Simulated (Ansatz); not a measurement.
**LaPd (Cmcm, No. 63; cell taken from a computed entry)**

Level of theory: LDA (Ansatz, a first-principles code, plane waves, PAW).

Run with plane-wave cutoff 500 eV, 14×14×12 k mesh (along the axes of the cell as run), Fermi–Dirac smearing 0.1 eV, scalar-relativistic PAW data made under PBE.

Cell: relaxed at this level.

- equilibrium volume per atom: 23.79 Å³/atom
- band gap: none

Note: the relaxation could not lower the start's symmetry, so the cell can be a saddle point above a distorted one.

Spin–orbit coupling is not included.

Static lattice: no zero-point or thermal effects.
